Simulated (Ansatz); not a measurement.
Subject: the energy of the reaction as written. Reaction: 2 cell B → cell A. Negative: the products are lower in energy.

Cell A: a slab of composition C8, 8 atoms, square cell of 3.45 Å (11.9 Å²), symmetry P4/mmm, 3.6 Å thick under 14 Å of vacuum, in-plane vectors relaxed; planes from bottom to top: C4 × 2; a model cell; spin state with PBE: run without spin, k-point mesh 10×10×1.
```
CELL_PARAMETERS angstrom
      3.44532     0.00000     0.00000
      0.00000     3.44532     0.00000
      0.00000     0.00000    17.60000
ATOMIC_POSITIONS crystal
  C  0.80062 0.50000 0.39783
  C  0.19938 0.50000 0.39783
  C  0.50000 0.80062 0.39783
  C  0.50000 0.19938 0.39783
  C  0.80062 0.50000 0.60217
  C  0.19938 0.50000 0.60217
  C  0.50000 0.80062 0.60217
  C  0.50000 0.19938 0.60217
```

Cell B: a sheet of composition C4, 4 atoms, square cell of 3.45 Å (11.9 Å²), symmetry P4/mmm, 0.0 Å thick under 16 Å of vacuum, in-plane vectors relaxed; planes from bottom to top: C4, all atoms in one plane; a model cell; spin state with PBE: run without spin, k-point mesh 10×10×1.
```xyz
4
Lattice="3.4455 0.0000 0.0000 0.0000 3.4455 0.0000 0.0000 0.0000 16.0000" Properties=species:S:1:pos:R:3 pbc="T T T"
C      2.7610     1.7227     8.0000
C      0.6845     1.7227     8.0000
C      1.7227     2.7610     8.0000
C      1.7227     0.6845     8.0000
```

All numbers come from Ansatz (a program for electronic structure), plane waves with PAW, its default PAW set, cutoff 420 eV, 500 eV for r2SCAN. The structures are at rest with PBE; other levels are single points on them. Neutral cells; Fermi-Dirac smearing of at most 0.05 eV in the solids, energies taken to zero width. The lattices are those relaxed with PBE, so at other levels the solids can be strained, which adds to the spread. A dispersion term (D3(BJ), or D4 for r2SCAN) was computed beside these levels and is taken off wherever the name lacks it. No zero-point or thermal terms. Cells are local rest points, mostly with their start's symmetry. No correction for cell size. Cell A has symmetry P4/mmm and got no random move, so less symmetric positions, which may lie lower, weren't tried. Cell B has symmetry P4/mmm and got no random move, so less symmetric positions, which may lie lower, weren't tried.

**Question.** What value does r2SCAN give?

**Answer.** -0.11 eV, for 2 cell B → cell A.

**Question.** What do the other levels give, and how wide is the spread?

**Answer.** 
```
Method  value (eV)  less r2SCAN
------  ----------  -----------
PBE          -0.03         0.08
```

The levels span 0.08 eV, from r2SCAN (-0.11) to PBE (-0.03).
